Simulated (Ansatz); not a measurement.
**Habitual settings against a tight run: LaMgPd (P-62m, 9 atoms in the cell)**

Self-consistent single point.

```xyz
9
Lattice="7.9480 0.0000 0.0000 -3.9740 6.8832 0.0000 0.0000 0.0000 4.2462" Properties=species:S:1:pos:R:3 pbc="T T T"
La     1.6601     2.8753     2.1231
La    -2.3139     4.0079     2.1231
La     4.6279     0.0000     2.1231
Mg     3.0488     5.2808     0.0000
Mg    -0.9251     1.6024     0.0000
Mg     1.8503     0.0000     0.0000
Pd     3.9740     2.2944     0.0000
Pd     0.0000     4.5888     0.0000
Pd     0.0000     0.0000     2.1231
```

Computed with LDA (PW92), default PAW files made with PBE (plane waves; Ansatz, a first-principles code).

Base settings: basis.ecutwfc = 30.9 Ry; kpoints.mp_grid.grid = 5 5 8; hamiltonian.xc = lda; hamiltonian.pseudopotentials = {kind: paw} (the program's default PAW files); scf.occupations.method = cold; scf.occupations.width = 0.0037 Ry.

Tight run (finer mesh or higher cutoff; not a proven limit): basis.ecutwfc: 30.9 Ry → 43.4 Ry; kpoints.mp_grid.grid: 5 5 8 → 7 7 11; scf.convergence.dr2_threshold: default (1e-07 eV) → 1e-09 eV. It gave Fermi level (on the code's own zero) 10.42 eV; pressure -7.77 GPa; largest force (vector length) 0.021 eV/Å.

Quick runs, as changes from the base:
- A: the base itself
- B: basis.ecutwfc: 30.9 Ry → 18.4 Ry; kpoints.mp_grid.grid: 5 5 8 → 6 6 6; hamiltonian.xc: lda → pbesol; scf.occupations.width: 0.0037 Ry → 0.0147 Ry [PBEsol]
- C: basis.ecutwfc: 30.9 Ry → 18.4 Ry; kpoints.mp_grid.grid: 5 5 8 → 1 1 1; scf.occupations.width: 0.0037 Ry → 0.0367 Ry; scf.convergence.dr2_threshold: default (1e-07 eV) → 0.001 eV
- D: basis.ecutwfc: 30.9 Ry → 15.4 Ry; kpoints.mp_grid.grid: 5 5 8 → 4 4 4; scf.occupations.method: cold → methfessel_paxton; scf.occupations.width: 0.0037 Ry → 0.02 Ry
- E: basis.ecutwfc: 30.9 Ry → 15.4 Ry; kpoints.mp_grid.grid: 5 5 8 → 8 8 8; scf.occupations.method: cold → methfessel_paxton; scf.occupations.width: 0.0037 Ry → 0.01 Ry

Energies are extrapolated to zero smearing width, which holds to low order in the width alone.

Dashes: energy of B, another energy zero; time of B, C, D, under 30 s.

† marks runs with another functional, U, potentials or spin treatment: their distance from the tight run is not a convergence error alone.

The count of work is k-points × plane waves × bands × iterations; it is no time. Core times come from one kind of shared machine and are given to one figure; runs under 30 s give none.

Pressures in the table are Ansatz's without its Pulay estimate, at a fixed set of plane waves; the tight run's value above holds the estimate.

The starting cell comes from a database of computed structures (which also holds hypothetical and non-ambient phases and stackings), without a prior relaxation at this level. Its lattice was rescaled by a random factor within 2.5 % of one. Spin polarisation is off. In the base run, with a pressure of about -8 GPa the cell is away from its equilibrium volume at this level.

```
run  energy less tight (meV/atom)  pressure less tight (GPa)  largest miss in a force vector (eV/Å)  count of work / tight  core time / tight (rough)
---  ----------------------------  -------------------------  -------------------------------------  ---------------------  -------------------------
A                             0.6                      -0.02                                  0.016                   0.28                        0.3
B†                              –                     -29.06                                  0.058                   0.13                          –
C                           404.0                     -28.11                                  0.670                 0.0029                          –
D                          3522.3                    -107.19                                  0.094                  0.042                          –
E                          3510.3                    -106.98                                  0.079                   0.17                        0.2
```

Among the runs at the tight run's level, the energy misses run from 0.6 to 3522.3 meV/atom.

Left out of this page: 1 run of the series with a known weakness of the program.

Keys are those of Ansatz 0.2.
